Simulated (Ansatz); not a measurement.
```xyz
10
Lattice="2.5492 1.4718 4.5822 -2.5492 1.4718 4.5822 0.0000 -2.9435 4.5822" Properties=species:S:1:pos:R:3 pbc="T T T"
Li     0.0000     0.0000     4.0896
Li     0.0000     0.0000    10.9629
Nb     0.0000     0.0000     0.1959
Nb     0.0000     0.0000     7.0692
O      1.5542     0.1509     5.6753
O     -0.9078     1.2706     5.6753
O     -0.6464    -1.4214     5.6753
O      0.6464     1.5221     7.9664
O     -1.6414    -0.2012     7.9664
O      0.9950    -1.3209     7.9664
```

Relaxed-ion tensors in this frame from LDA in Ansatz (a program for electronic structure). Proper piezoelectric stress tensor e (C/m²):

```
 0.00   0.00   0.00   0.00   3.60  -2.60
-2.60   2.60   0.00   3.60   0.00   0.00
 0.29   0.29   1.58   0.00   0.00   0.00
```

Stiffness C (GPa):

```
 206  58.9  71.1   5.1   0.0   0.0
58.9   206  71.1  -5.1   0.0   0.0
71.1  71.1   245   0.0   0.0   0.0
 5.1  -5.1   0.0  67.6   0.0   0.0
 0.0   0.0   0.0   0.0  67.6   5.1
 0.0   0.0   0.0   0.0   5.1  73.3
```

The polar cell is relaxed at -2 GPa. The structure is held there; whether it is the stable one at that pressure was not tested.

Q: Obtain the piezoelectric strain tensor d.

A: d = e S with S = C⁻¹, in pC/N:

```
  0.0    0.0    0.0    0.0   56.2  -39.4
-19.6   19.6    0.0   56.2    0.0    0.0
 -0.8   -0.8    6.9    0.0    0.0    0.0
```
Away from Γ the polar cell without biaxial strain shows no imaginary mode on a 2×2×2 mesh.
